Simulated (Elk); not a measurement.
# Short convergence ladders for NiAl (P4mm, 2 atoms in the cell)

```
CELL_PARAMETERS angstrom
      2.88133     0.00000     0.00000
      0.00000     2.88133     0.00000
      0.00000     0.00000     2.88133
ATOMIC_POSITIONS crystal
  Al 0.50000 0.50000 0.51735
  Ni 0.00000 0.00000 0.00000
```

Base method: LDA (PW92), all-electron FP-LAPW, Elk's shipped species files, default APW+lo basis (Elk).

Base settings: swidth = 0.00367493 Ha; ngridk = 7 7 7; rmtscf = 0.95; maxscl = 100.

Core times come from one kind of shared machine, to one figure; runs under 30 s give none.

**The k-point mesh at a smearing width of 0.3 eV**

In this ladder: swidth = 0.0110248 Ha.

Only quantities that move along the ladder and can be compared are tabulated.

```tsv
ngridk	free energy less the last step's (meV/atom)	core time / last (rough)
4 4 4	-5.29	–
5 5 5	-4.87	–
6 6 6	5.27	–
7 7 7	-0.24	–
9 9 9	0.86	–
10 10 10	0.14	–
15 15 15	-0.22	0.2
18 18 18	0.14	0.3
27 27 27	0.00	1
```

Coarsest ngridk that holds the free energy within 2 meV/atom of the last step, with all finer ones: 7 7 7; the step before is off by 5.3 meV/atom.

Two neighbours can agree and both be off: 4 4 4 and 5 5 5 differ by 0.42 meV/atom in the free energy, yet lie about 4.9 meV/atom from the last step.

**The width of Gaussian smearing**

In this ladder: ngridk = 12 12 12; stype = 0.

Narrow widths need finer meshes than wide ones, so the last steps can hold mesh noise.

Only quantities that move along the ladder and can be compared are tabulated; pressure and forces are left out, as mesh noise rules them at narrow widths.

| swidth | total energy (no entropy term) less the last step's (meV/atom) |
|---|---|
| 0.0367493 Ha | 96.30 |
| 0.0183747 Ha | 26.60 |
| 0.0110248 Ha | 9.43 |
| 0.00734986 Ha | 4.02 |
| 0.00367493 Ha | 0.86 |
| 0.00183747 Ha | 0.00 |

Widest swidth that holds the total energy (no entropy term) within 5 meV/atom of the last step, with all finer ones: 0.00734986 Ha; the step before is off by 9.4 meV/atom.

On the base run: the starting cell has typed, rounded lattice constants, without a prior relaxation at this level. Its lattice was rescaled by up to half a per cent. One atom was moved a little off its site on purpose. Spin polarisation is off. Values depend on the basis (sphere radii, cutoffs, local orbitals), which need not be converged.

Left out of this page: 2 runs of the series outside the window shown, repeating another row's setting, or not comparable.
